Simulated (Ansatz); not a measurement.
System: AlB2-type MgB₂. Method: PBEsol-D3(BJ) in Ansatz (PAW).

Run with plane-wave cutoff 520 eV, 24×24×16 k mesh (along the axes of the cell as run), Fermi–Dirac smearing 0.05 eV, scalar-relativistic PAW data made under PBE.

Energies at three volumes about the minimum:

| V (Å³/atom) | E − E_lowest (meV/atom) |
|---|---|
| 9.028 | 1.83 |
| 9.212 | 0.00 |
| 9.396 | 1.71 |

**Question.** Fit a parabola by hand: where is the minimum, and what is the bulk modulus?

**Answer.** Slopes: (0.00 − 1.83)/(9.212 − 9.028) = -9.946 and (1.71 − 0.00)/(9.396 − 9.212) = 9.293 meV/Å³. Curvature E″ = 2 × (9.293 − (-9.946))/(9.396 − 9.028) = 104.560 meV/Å⁶. From the middle of the first interval, the slope vanishes at V0 = 9.1200 − (-9.946)/104.560 = 9.215 Å³/atom. B = V0 E″ = 9.215 × 104.560 meV/Å³ × 0.1602 GPa per meV/Å³ = 154 GPa. The full Birch–Murnaghan fit to all volumes gives V0 = 9.212 Å³/atom and B0 = 154 GPa.

Shape and atoms are relaxed at each volume.

Measured, for comparison: bulk modulus 151 ± 5 GPa (room temperature, no zero-point or thermal correction, B' fixed at 4, our sources range from 147 to 151; as tabulated in Vogt et al. (2001), arXiv:cond-mat/0102480). Computed (rounded) less measured: bulk modulus +2 % (+2 % to +5 % over the range). A static lattice is as a rule a little smaller and stiffer than an uncorrected measurement, which narrows the difference in the bulk modulus and would widen misses of the other sign.

Note: the bulk modulus comes from volumes at which shape and atoms were relaxed.

Ansatz is a first-principles code.
